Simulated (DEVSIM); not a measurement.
System: abrupt Si p-n junction, at 350 K.

```csv
layer (left to right),material,thickness (μm),Nd (cm⁻³),Na (cm⁻³),τn (s),τp (s)
1,Si,1.90,-,5.6e18,0.00092,0.00092
2,Si,120,5e14,-,0.00092,0.00092
```

Left contact: ohmic. Right contact: ohmic. Voltage is applied to the left contact. Recombination: SRH at mid-gap, radiative. Mobility is constant in doping.

The device is made up for the run: typed textbook-type constants, with dimensions and the other settings drawn at random. Values at 300 K; Nc and Nv go as T^1.5, mobilities as T to minus their exponent, the gap by Varshni's rule with the affinity fixed.

| parameter | Si |
|---|---|
| gap (eV) | 1.124 |
| affinity (eV) | 4.05 |
| permittivity | 11.7 |
| Nc (cm⁻³) | 2.86e19 |
| Nv (cm⁻³) | 3.1e19 |
| μn (cm²/Vs) | 1417 |
| μp (cm²/Vs) | 470 |
| T exponent of μn | 2.3 |
| T exponent of μp | 2.2 |
| B (cm³/s) | 4.7e-15 |
| Varshni α (eV/K) | 0.000473 |
| Varshni β (K) | 636 |

Model (solved in DEVSIM): 1D drift-diffusion, Boltzmann statistics, complete ionisation; no tunnelling, impact ionisation, image-force lowering or self-heating.

The thickness of layer 1 was swept, all else fixed.

```tsv
thickness of layer 1 (μm)	dark forward voltage at 100 A/cm² (V)	dark forward voltage at 1 A/cm² (V)
0.38	1.062	0.559
0.66	1.010	0.561
1.1	0.970	0.563
1.9	0.935	0.564
3.2	?	0.565
5.7	0.886	0.566
9.5	0.871	0.566
```

Question: Fill in the missing entries.

Answer: 
- 3.2, dark forward voltage at 100 A/cm² (V): 0.908
